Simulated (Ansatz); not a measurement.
**The (112) surface of germanium (in the relaxation like top atoms buckled by 0.4 Å), 1 pair of surface atoms bonded, H on 5 of 6 dangling bonds, none on a one-bond Ge at depth 1.2 Å (bottom of the slab: built like the top, H on every dangling bond, free)**

Computed with PBE (plane waves to 420 eV, PAW; Ansatz, a first-principles code).

Slab: 51 atoms, 13.5 Å thick at the start with caps and adatoms (thin: gaps and levels are the slab's own); k 4x3x1, smearing 0.025 eV, dipole-corrected; 8 atoms held, the rest relaxed; no symmetry held; spin-polarised, ending with about 1.0 μB a cell; orders that need a larger cell were not tried, no spin-orbit, no U. In PBE it lies 0.01 eV a 1x1 cell over the lowest computed structure of the same composition (1 pair of surface atoms bonded, H on 5 of 6 dangling bonds, none on a one-bond Ge at depth 0.0 Å).

```json
{
 "energy_released_by_relaxation": "0.89 eV",
 "magnetic_moment_of_the_cell": "1.00 μB",
 "cost": "very roughly 120 core-minutes"
}
```
